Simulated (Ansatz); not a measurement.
## Response to strain in ZnO

Consider ZnO in the wurtzite structure (space group P6_3mc, No. 186).

```xyz
4
Lattice="3.2352 0.0000 0.0000 -1.6176 2.8018 0.0000 0.0000 0.0000 5.2114" Properties=species:S:1:pos:R:3 pbc="T T T"
Zn     1.6176     0.9339     0.0126
Zn     0.0000     1.8678     2.6183
O      1.6176     0.9339     3.2456
O      0.0000     1.8678     0.6399
```

Cartesian axes are those of the cell as printed.

Strains are applied to the cell and any free atomic positions relax; under biaxial strain the out-of-plane vector relaxes too.

The values are results of r2SCAN in Ansatz (plane waves to 500 eV, PAW, no SOC), not measurements.

Candidates:
(a) biaxial strain +2.57 %, plane normal [001], relaxed out of plane
(b) uniaxial strain ε_zz = +0.31 %
(c) biaxial strain −2.17 %, plane normal [001], relaxed out of plane

Before the change:

| Quantity | Value |
|---|---|
| Band gap | 1.24 eV |

**Question.** Order them by band gap, lowest first.

**Answer.** (c) biaxial strain −2.17 %, plane normal [001], relaxed out of plane (1.21 eV), (b) uniaxial strain ε_zz = +0.31 % (1.23 eV), (a) biaxial strain +2.57 %, plane normal [001], relaxed out of plane (1.25 eV)

Semilocal Kohn–Sham gaps tend to fall short of experiment. No phonon test of stability was made.

Ansatz is a program for electronic structure.
